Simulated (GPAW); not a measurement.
**GPAW run on CdAg (R-3m, 2 atoms in the cell): self-consistent single point**

Method: LDA (Perdew-Wang 92), GPAW PAW datasets LDA (gpaw-data 1.0.1) (plane waves; GPAW).

The input file:

```python
from ase import Atoms
from ase.units import GPa
from gpaw import GPAW, PW, FermiDirac

atoms = Atoms(['Cd', 'Ag'],
              cell=[[1.475052, 0.851622, 4.670502],
                    [-1.475052, 0.851622, 4.670502],
                    [0.000000, -1.703244, 4.670502]],
              scaled_positions=[[0.500000, 0.500000, 0.500000],
                                [0.000000, 0.000000, 0.000000]],
              pbc=True)

calc = GPAW(mode=PW(550),
            xc='LDA',
            kpts={'size': (10, 10, 10), 'gamma': True},
            occupations=FermiDirac(0.05),
            nbands=-8,
            convergence={'density': 1e-05, 'energy': 1e-05},
            symmetry={'symmorphic': False, 'tolerance': 0.0005},
            maxiter=100)

atoms.calc = calc

energy = atoms.get_potential_energy()
print('Energy (eV):', round(energy, 6))
forces = atoms.get_forces()
print('Forces (eV/Ang):')
print(forces.round(5))
stress = atoms.get_stress()
print('Stress (GPa, Voigt):', (stress / GPa).round(4))
```

Output (repeated stretches shortened):

```
Input parameters:
  convergence: {density: 1e-05,
                energy: 1e-05}
  kpts: {gamma: True,
         size: (10, 10, 10)}
  maxiter: 100
  mode: {ecut: 550.0,
         name: pw}
  nbands: -8
  occupations: {fixmagmom: False,
                name: fermi-dirac,
                width: 0.05}
  symmetry: {symmorphic: False,
             tolerance: 0.0005}

species:
  Cd:
    name: Cadmium
    Z: 48.0
    valence: 12
    core: 36
    charge: 0.0
    file: Cd.LDA.gz

    # Using partial waves for Cd as LCAO basis

  Ag:
    name: Silver
    Z: 47.0
    valence: 17
    core: 30
    charge: 0.0
    file: Ag.LDA.gz

    # Using partial waves for Ag as LCAO basis

Reference energy: -296500.498905  # eV

Spin-paired calculation

Convergence criteria:
 Maximum [total energy] change in last 3 cyles: 1e-05 eV / valence electron
 Maximum integral of absolute [dens]ity change: 1e-05 electrons / valence electron
 Maximum integral of absolute [eigenst]ate change: 4e-08 eV^2 / valence electron
 Maximum number of scf [iter]ations: 100

Symmetries present (total): 12
Symmetries with fractional translations: 0
1000 k-points: 10 x 10 x 10 Monkhorst-Pack grid + [1/20,1/20,1/20]
116 k-points in the irreducible part of the Brillouin zone
       k-points in crystal coordinates                weights
   0:     0.00000000    0.00000000    0.00000000          1/1000
   1:     0.10000000    0.00000000   -0.10000000          6/1000
   2:     0.10000000    0.00000000    0.00000000          6/1000
   [... 7 lines left out ...]
          ...
 115:     0.50000000    0.50000000    0.50000000          1/1000

Wave functions: Plane wave expansion
  Cutoff energy: 550.000 eV
  Number of coefficients (min, max): 1019, 1055
  Pulay-stress correction: 0.000000 eV/Ang^3 (de/decut=0.000000)

Occupation numbers: Fermi-Dirac:
  width: 0.0500  # eV

Eigensolver

Densities:
  Coarse grid: 27*27*27 grid
  Fine grid: 54*54*54 grid
  Total Charge: 0.000000

Density mixing:
  Method: separate
  Backend: pulay
  Linear mixing parameter: 0.05
  old densities: 5
  Damping of long wavelength oscillations: 50

Hamiltonian:
  XC and Coulomb potentials evaluated on a 54*54*54 grid
  External potential:
    NoExternalPotential

Number of atoms: 2
Number of atomic orbitals: 21
Number of bands in calculation: 22
Number of valence electrons: 29
Bands to converge: occupied

Density initialized from atomic densities
  21 bands from LCAO basis set
  1 band from random numbers

Atomic positions and initial magnetic moments

Positions:
   0 Cd     0.000000    0.000000    7.005753    ( 0.0000,  0.0000,  0.0000)
   1 Ag     0.000000    0.000000    0.000000    ( 0.0000,  0.0000,  0.0000)

Unit cell:
           periodic     x           y           z      points  spacing
  1. axis:    yes    1.475052    0.851622    4.670502    27     0.0931
  2. axis:    yes   -1.475052    0.851622    4.670502    27     0.0931
  3. axis:    yes    0.000000   -1.703244    4.670502    27     0.0931

  Lengths:   4.971381   4.971381   4.971381
  Angles:   34.520065  34.520065  34.520055

Effective grid spacing dv^(1/3) = 0.1214

     iter     time        total  log10-change:
                         energy   eigst   dens
iter:   1 --:--:--    -6.204350
iter:   2 --:--:--    -6.113635   -2.25  -1.46
iter:   3 --:--:--    -5.887007   -1.89  -1.49
iter:   4 --:--:--    -5.810923   -3.56  -1.97
iter:   5 --:--:--    -5.816403   -2.79  -2.04
iter:   6 --:--:--    -5.834475   -4.07  -2.37
iter:   7 --:--:--    -5.773635   -3.18  -2.27
iter:   8 --:--:--    -5.772548   -4.43  -2.95
iter:   9 --:--:--    -5.772516   -5.54  -3.36
iter:  10 --:--:--    -5.772487c  -5.18  -3.72
iter:  11 --:--:--    -5.772492c  -7.14  -3.95
iter:  12 --:--:--    -5.772462c  -6.55  -3.91
iter:  13 --:--:--    -5.772468c  -8.14c -3.99
iter:  14 --:--:--    -5.772551c  -6.31  -3.97
iter:  15 --:--:--    -5.772451c  -6.13  -3.89
iter:  16 --:--:--    -5.772438c  -6.82  -4.04
iter:  17 --:--:--    -5.772437c  -7.61c -4.05
iter:  18 --:--:--    -5.772437c  -8.65c -4.12
iter:  19 --:--:--    -5.772436c  -7.62c -4.15
iter:  20 --:--:--    -5.772437c  -8.80c -4.28
iter:  21 --:--:--    -5.772437c  -8.52c -4.32
iter:  22 --:--:--    -5.772435c  -8.00c -4.64
iter:  23 --:--:--    -5.772432c  -7.82c -4.81
iter:  24 --:--:--    -5.772431c  -7.60c -4.87
iter:  25 --:--:--    -5.772431c  -9.63c -4.98
iter:  26 --:--:--    -5.772431c  -9.28c -5.02c

Converged after 26 iterations.

Dipole moment: (-0.000000, 0.000000, 0.000000) |e|*Ang

Energy contributions relative to reference atoms: (reference = -296500.498905)

Kinetic:         +1.731778
Potential:       -0.826296
External:        +0.000000
XC:              -6.907649
Entropy (-ST):   -0.006296
Local:           +0.232884
SIC:             +0.000000
--------------------------
Free energy:     -5.775579
Extrapolated:    -5.772431

Showing only first 2 kpts
 Kpt  Band  Eigenvalues  Occupancy
  0    12      4.75094    2.00000
  0    13      4.75094    2.00000
  0    14      7.07869    2.00000
  0    15     10.50253    0.00000

  1    12      4.31968    2.00000
  1    13      4.64937    2.00000
  1    14      8.72251    1.36645
  1    15     10.75800    0.00000

Fermi level: 8.76094

No gap
No difference between direct/indirect transitions
Energy (eV): -5.772431

Forces in eV/Ang:
  0 Cd    0.00000    0.00000    0.00000
  1 Ag    0.00000    0.00000    0.00000

Stress tensor:
     0.007585    -0.000000     0.000000
    -0.000000     0.007585    -0.000000
     0.000000    -0.000000     0.013350
Stress (GPa, Voigt): [ 1.2152  1.2152  2.1389 -0.      0.     -0.    ]
```

The run converged in 26 iterations. GPAW prints stress with tension positive.

The starting cell comes from a database of computed structures (which also holds hypothetical and non-ambient phases and stackings), without a prior relaxation at this level. Its lattice was rescaled by a random factor within 2.5 % of one.

Cost on one core of a shared machine: roughly 7 min.
